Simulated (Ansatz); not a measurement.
Consider this model of amorphous Al₂₈O₄₄Hf.

```xyz
73
Lattice="9.2930 0.0000 0.0000 0.0000 9.2930 0.0000 0.0000 0.0000 9.2930" Properties=species:S:1:pos:R:3 pbc="T T T"
Al     0.8276     1.6835     6.1216
Al     1.9975     5.6580     3.6372
Al     6.3678     3.0873     8.8759
Al     4.3407     4.5040     1.8144
Al     5.3545     1.5766     7.0751
Al     1.0911     8.8929     2.0608
Al     3.5844     8.5370     6.9892
Al     7.8617     0.7497     3.9244
Al     6.9673     8.3187     7.6089
Al     1.5908     3.0432     2.2422
Al     8.3902     6.1956     2.7043
Al     7.1065     0.1923     1.1603
Al     9.2751     4.3099     7.3570
Al     7.7194     6.3004     5.5903
Al     4.4627     7.5276     1.9052
Al     5.5193     5.5773     3.8030
Al     7.5624     3.4588     2.2203
Al     0.4252     8.0655     5.2434
Al     5.4745     8.1674     4.7855
Al     5.3993     2.1858     4.0665
Al     6.3575     5.6869     0.1016
Al     4.9545     5.7141     7.0646
Al     0.4419     6.3400     0.4279
Al     2.8892     3.3035     5.4377
Al     2.2040     6.0990     6.7570
Al     8.3251     1.7082     8.5746
Al     2.9216     0.2996     4.0348
Al     1.3281     9.0114     8.3025
O      3.6422     6.8647     7.5094
O      4.6500     2.4389     5.7050
O      6.1763     4.0713     1.1372
O      7.0003     2.0023     7.4041
O      1.6233     8.2380     6.7356
O      1.0017     5.6576     8.1400
O      3.0341     0.1881     8.4681
O      8.4040     7.1880     4.1708
O      4.8554     2.0208     8.7698
O      7.1278     2.3203     3.4988
O      5.6764     7.3396     3.2262
O      8.1566     4.8063     6.1779
O      0.5494     1.2075     7.8339
O      3.1281     3.3290     1.2781
O      7.9779     6.2509     0.8996
O      1.3889     6.3242     5.1734
O      8.4025     9.2251     2.3870
O      3.0212     8.5640     1.9195
O      3.7855     8.4771     5.1424
O      6.2609     6.8174     8.0480
O      3.4696     4.8388     6.2123
O      7.8085     9.1784     8.8633
O      8.4535     3.5319     8.6772
O      1.4033     8.6675     3.8031
O      5.3900     9.0623     6.9980
O      2.0991     3.8535     3.8201
O      8.2295     7.7565     6.5028
O      5.4015     9.0240     1.1777
O      4.7979     6.0812     0.9144
O      4.9438     3.9019     3.4803
O      0.8841     6.2026     2.2456
O      1.2211     3.3783     6.4526
O      7.3356     1.9434     0.8608
O      4.1098     1.3305     3.1170
O      7.2134     5.0548     3.3034
O      0.8509     8.0786     0.4116
O      6.2732     0.3852     4.5812
O      5.8241     6.3615     5.4822
O      3.6404     5.9555     3.0249
O      2.3388     1.5178     5.2376
O      1.6156     1.3137     1.7030
O      9.2843     3.6835     2.0976
O      9.0229     0.6690     5.2176
O      5.7160     4.5008     8.0552
Hf     3.7292     1.1244     0.9760
```

The numbers are results of PBE, scalar-relativistic without spin-orbit coupling (plane waves to 420 eV, PAW; Ansatz, a quantum-chemistry and plane-wave program), not measurements.

The cell was made by melting and quenching with the CHGNet potential and then relaxed with DFT. O atoms were pushed apart under 1.9 Å during the dynamics, to hinder bonds among them. The hot cell started wider than the set density and was brought back towards it in steps. It is the lowest in DFT energy of 2 quenches. It is a model cell: composition and starting density were chosen by hand, and all elements were melted together. No dispersion term was used. Its density started from a set value of 3.39 and ended at 3.39 g/cm³. Cooling (nominally 410 K/ps over its main leg) ran many orders faster than in experiment, which tends to leave more defects and strain. A cell of this size samples the disorder only roughly. The volume was held where the preparation left it, at a PBE pressure of 2.5 GPa. Stress components on the final sampling reach 4.8 GPa.

Bonds are counted up to Al-Al 2.66 Å, Al-O 2.46 Å, Al-Hf 3.00 Å, O-O 1.58 Å, O-Hf 2.65 Å, Hf-Hf 3.34 Å. Two cations that share two anions don't count as bonded, nor two that share one unless they lie closer than Al-Al 2.59 Å, Al-Hf 2.92 Å, Hf-Hf 3.25 Å.

Task: Give the coordination numbers, mean bond lengths and angles.

Result: 
The mean coordination of Al by anions is 4.64 (12 with 4, 14 with 5, 2 with 6) and the mean coordination of O comes out as 3.11 (2 with 2, 35 with 3, 7 with 4). The mean coordination of Hf by anions is 7.00 (1 with 7). The mean Al-O bond is 1.853 Å (spread 0.115 Å, 130 counted) and the mean O-Hf bond is 2.191 Å (spread 0.066 Å, 7 counted). The bond angle at Al comes out as mean 106.9°, spread 23.4° and the bond angle at O is mean 114.6°, spread 18.4°. The bond angle at Hf is mean 101.1°, spread 29.5°.

Task: List the pairs of like atoms that count as bonded by the rules above.

Result: There are none by these rules.
